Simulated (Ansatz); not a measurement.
The parent structure is NaI in the CsCl type structure (space group Pm-3m, No. 221; a = 4.0620 Å; a hypothetical phase, not in the database extracts checked).

Calculations: PBE (Ansatz, a first-principles code; PAW; 420 eV plane waves; no spin-orbit coupling).

One change was made to it. Results:

```
quantity                          base    after
-----------------------------  -------  -------
shortest interatomic distance  3.518 Å  3.085 Å
band gap                       2.28 eV     zero
```

**Question.** What was done to the base?
(A) Na → Ca
(B) Na → Y
(C) I → Sb
(D) I → Se

**Answer.** D, I → Se. For comparison, the shortest interatomic distance in the other runs: I → Sb gives 3.253 Å; Na → Ca gives 3.453 Å; Na → Y gives 3.285 Å.

With I present, leaving out spin-orbit coupling can change the band edges. Whether these cells are dynamically stable was not tested. As relaxed here, NaSe, NaSb, CaI and YI are hypothetical phases, not in the database extracts checked. The final runs are not spin-polarised. An odd electron count without spin: NaSe and CaI.
